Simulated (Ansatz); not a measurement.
**Zr2Ir (space group I4/mcm, No. 140; a cell from a computed database, its experimental status unchecked)**

Space group I4/mcm (No. 140); a = b = 6.463 Å, c = 5.650 Å, α = β = γ = 90.00°

```tsv
atom	site	symmetry	x	y	z
Zr	8h	m.2m	0.3307	0.1693	0.0000
Ir	4a	422	0.0000	0.0000	0.2500
```
(The calculation used a cell of 6 atoms; values per cell refer to that cell.)

Computed with plane-wave PAW DFT at the PBEsol level (Ansatz, an electronic-structure program, 420 eV), spin-orbit coupling left out. Settings: 11×11×11 k-points, 0.05 eV Fermi–Dirac smearing.

* **Volume per atom**: 19.67 Å³
* **Density**: 10.55 g/cm³
* **Band gap**: zero
* **Total energy**: -6686.100 eV/atom (σ→0; compares only within this code and set-up)

Whether these cells are dynamically stable was not tested. The final runs are not spin-polarised.
